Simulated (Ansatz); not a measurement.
Results of HSE06 (plane waves, PAW; Ansatz, an electronic-structure program) for MoS2 (P6₃/mmc, No. 194, 6 atoms in the cell; start mp-1018809).

Numerical settings: plane-wave cutoff 460 eV, 9×9×2 k mesh (along the axes of the cell as run), Fermi–Dirac smearing 0.01 eV, no spin polarisation, scalar-relativistic PAW data made under PBE.

Cell (relaxed with PBEsol):

```
MoS2
1.0
    3.14265     0.00000     0.00000
   -1.57132     2.72161     0.00000
    0.00000     0.00000    13.03590
Mo S
2 4
Direct
  0.00000   0.00000   0.25000
  0.00000   0.00000   0.75000
  0.33333   0.66667   0.36952
  0.66667   0.33333   0.63048
  0.66667   0.33333   0.86952
  0.33333   0.66667   0.13048
```

Task: Predict the band gap, smallest direct gap on the k points sampled and direct gap at Γ.

Result: 
band gap: 1.81 eV
smallest direct gap on the k points sampled: 2.27 eV
direct gap at Γ: 3.13 eV

Note: cell and atoms aren't relaxed at this level (largest force component 0.22 eV/Å); the cell has widely spaced layers and the level no dispersion term, so their spacing and the moduli can rest on weak binding.

Spin–orbit coupling is not included.

Static lattice: no zero-point or thermal effects.

A start named mp-… is a Materials Project structure, which need not be a measured phase.
